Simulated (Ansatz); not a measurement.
Quick settings and what they miss: Ti2O3 (R-3c, 10 atoms in the cell)

Self-consistent single point.

```xyz
10
Lattice="2.5189 1.4543 4.5303 -2.5189 1.4543 4.5303 0.0000 -2.9086 4.5303" Properties=species:S:1:pos:R:3 pbc="T T T"
Ti     0.0000     0.0000     4.6825
Ti     0.0000     0.0000     8.9085
Ti     0.0000     0.0000     2.1130
Ti     0.0000     0.0000    11.4780
O     -0.9351     1.4543     7.9281
O      0.9351    -1.4543     5.6629
O     -0.7919    -1.5369     7.9281
O      0.7919     1.5369     5.6629
O      1.7270     0.0826     7.9281
O     -1.7270    -0.0826     5.6629
```

Method of the run: LDA (PW92), PAW files made with PBE (plane waves; Ansatz, an electronic-structure program).

Base settings: basis.ecutwfc = 420 eV; kpoints.mp_grid.grid = 7 7 7; hamiltonian.xc = lda; hamiltonian.pseudopotentials = {kind: paw} (the program's default PAW files); scf.occupations.method = cold; scf.occupations.width = 0.272 eV.

Tight run (finer mesh or higher cutoff; not a proven limit): basis.ecutwfc: 420 eV → 590 eV; kpoints.mp_grid.grid: 7 7 7 → 10 10 10; scf.convergence.dr2_threshold: default (1e-07 eV) → 1e-09 eV. It gave Fermi level (on the code's own zero) 13.70 eV; pressure -1.58 GPa; largest force (vector length) 0.215 eV/Å.

Quick runs, as changes from the base:
- A: the base itself
- B: basis.ecutwfc: 420 eV → 210 eV; kpoints.mp_grid.grid: 7 7 7 → 8 8 8; hamiltonian.xc: lda → pbesol; scf.occupations.method: cold → methfessel_paxton; scf.occupations.width: 0.272 eV → 0.2 eV [PBEsol]
- C: kpoints.mp_grid.grid: 7 7 7 → 4 4 4; hamiltonian.xc: lda → pbesol; scf.occupations.method: cold → methfessel_paxton; kpoints.mp_grid.shift: default → 0.5 0.5 0.5 [PBEsol]
- D: basis.ecutwfc: 420 eV → 335 eV; kpoints.mp_grid.grid: 7 7 7 → 6 6 6; scf.occupations.method: cold → fermi_dirac; scf.occupations.width: 0.272 eV → 0.136 eV
- E: basis.ecutwfc: 420 eV → 210 eV; kpoints.mp_grid.grid: 7 7 7 → 4 4 4; kpoints.mp_grid.shift: default → 0.5 0.5 0.5
- F: basis.ecutwfc: 420 eV → 250 eV; kpoints.mp_grid.grid: 7 7 7 → 3 3 3; scf.occupations.method: cold → fermi_dirac; scf.occupations.width: 0.272 eV → 0.136 eV; scf.convergence.dr2_threshold: default (1e-07 eV) → 0.0001 eV

Energies are extrapolated to zero smearing width, which holds to low order in the width alone.

Dashes: energy of B, C, another energy zero.

† marks runs with another functional, U, potentials or spin treatment: their distance from the tight run is not a convergence error alone.

The count of work is k-points × plane waves × bands × iterations; it is no time. 

Pressures in the table are Ansatz's without its Pulay estimate, at a fixed set of plane waves; the tight run's value above holds the estimate.

The starting cell comes from a database of computed structures (which also holds hypothetical and non-ambient phases and stackings), without a prior relaxation at this level. Its lattice was rescaled by a random factor within 2.5 % of one. Spin polarisation is off, so a magnetic state, if there is one, cannot be reached.

| run | energy less tight (meV/atom) | pressure less tight (GPa) | largest miss in a force vector (eV/Å) | count of work / tight |
|---|---|---|---|---|
| A | 3.9 | -0.62 | 0.001 | 0.20 |
| B† | – | -199.26 | 0.211 | 0.11 |
| C† | – | 6.30 | 0.076 | 0.046 |
| D | 82.3 | -9.68 | 0.062 | 0.11 |
| E | 3383.4 | -213.51 | 0.216 | 0.016 |
| F | 1129.2 | -91.35 | 0.295 | 0.0089 |

Among the runs at the tight run's level, the energy misses run from 3.9 to 3383.4 meV/atom.

Keys are those of Ansatz 0.2.
